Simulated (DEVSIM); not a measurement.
abrupt Si n-p junction

Device: abrupt Si n-p junction, at 250 K.

| layer (left to right) | material | thickness (μm) | Nd (cm⁻³) | Na (cm⁻³) | τn (s) | τp (s) |
|---|---|---|---|---|---|---|
| 1 | Si | 2.00 | 2.3e16 | - | 3.4e-7 | 3.4e-7 |
| 2 | Si | 0.330 | - | 3.2e14 | 3.4e-7 | 3.4e-7 |

Left contact: ohmic. Right contact: ohmic. Voltage is applied to the left contact. Recombination: SRH at mid-gap. Mobility is μmin + (μ − μmin)/(1 + (N/Nref)^α).

The device is made up for the run: typed textbook-type constants, with dimensions and the other settings drawn at random. Values at 300 K; Nc and Nv go as T^1.5, mobilities as T to minus their exponent, the gap by Varshni's rule with the affinity fixed.

| parameter | Si |
|---|---|
| gap (eV) | 1.124 |
| affinity (eV) | 4.05 |
| permittivity | 11.7 |
| Nc (cm⁻³) | 2.86e19 |
| Nv (cm⁻³) | 3.1e19 |
| μn (cm²/Vs) | 1417 |
| μp (cm²/Vs) | 470 |
| μn,min | 52 |
| μp,min | 45 |
| Nref,n | 9.7e16 |
| Nref,p | 2.2e17 |
| αn | 0.68 |
| αp | 0.72 |
| T exponent of μn | 2.3 |
| T exponent of μp | 2.2 |
| Varshni α (eV/K) | 0.000473 |
| Varshni β (K) | 636 |

DEVSIM, 1D drift-diffusion, Boltzmann statistics, complete ionisation; no tunnelling, impact ionisation, image-force lowering or self-heating.

```yaml
potential_step_across_the_device_at_zero_bias: 0.747 V
largest_field_in_the_device_at_zero_bias: 21000 V/cm
Dark forward voltage at 1 A/cm²: 0.518 V
Dark forward voltage at 100 A/cm²: 0.647 V
```

Dark forward current:

```json
[
 {"V (V)": "-0.05", "J (A/cm²)": "-1.3e-9"},
 {"V (V)": "-0.10", "J (A/cm²)": "-1.2e-8"},
 {"V (V)": "-0.15", "J (A/cm²)": "-1.1e-7"},
 {"V (V)": "-0.20", "J (A/cm²)": "-1.0e-6"},
 {"V (V)": "-0.25", "J (A/cm²)": "-9.6e-6"},
 {"V (V)": "-0.30", "J (A/cm²)": "-8.7e-5"},
 {"V (V)": "-0.35", "J (A/cm²)": "-0.00078"},
 {"V (V)": "-0.40", "J (A/cm²)": "-0.0068"},
 {"V (V)": "-0.45", "J (A/cm²)": "-0.058"},
 {"V (V)": "-0.50", "J (A/cm²)": "-0.47"},
 {"V (V)": "-0.55", "J (A/cm²)": "-3.6"},
 {"V (V)": "-0.60", "J (A/cm²)": "-23"},
 {"V (V)": "-0.65", "J (A/cm²)": "-110"},
 {"V (V)": "-0.70", "J (A/cm²)": "-360"},
 {"V (V)": "-0.75", "J (A/cm²)": "-810"},
 {"V (V)": "-0.80", "J (A/cm²)": "-1500"},
 {"V (V)": "-0.85", "J (A/cm²)": "-2300"}
]
```

Dark reverse current:

```
V (V)  J (A/cm²)
-----  ---------
0.20     3.4e-10
0.50     5.2e-10
1.00     7.3e-10
1.50     8.9e-10
2.00      1.0e-9
3.00      1.3e-9
4.00      1.5e-9
5.00      1.7e-9
6.50      2.0e-9
8.00      2.2e-9
10.00     2.5e-9
```
